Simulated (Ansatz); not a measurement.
System: Si-vacancy pair (Si on one host Zr site, one O site vacant) in monoclinic ZrO2 (charge state +2). These are PBE, PAW (plane waves to 420 eV; Ansatz, an electronic-structure program) values and carry that method's errors.

Cell of 96 host sites held at the relaxed PBE lattice; the Γ point alone; Fermi-Dirac width 0.01 eV, spin-restricted; finite-size errors left in. Energies are static. The charge state is imposed; whether it is stable for some Fermi level was not computed. Forms of the defect that were not tried may lie lower. The start lies 0.36 eV above the lowest site run (PBE).

Barriers: single points on a 2×2×2 k-point mesh shifted by half a step at the bands' geometries.

The step: one O atom jumps into the vacancy from a nearby O site (Si-vacancy distance between ideal sites 2.06 → 2.08 Å); the atom moves 2.82 Å along (0.12, -0.49, 0.21) of the unit cell; the moving atom starts with neighbours Si at 1.76; Zr at 2.16, Zr at 2.26 Å and ends with Si at 1.68 Å.

Give the migration barrier of this step at the level PBE, PAW.

1.10 eV forward and 1.27 eV backward. At the saddle the moving atom has neighbours Si at 1.62 Å. The saddle point's order was not checked.
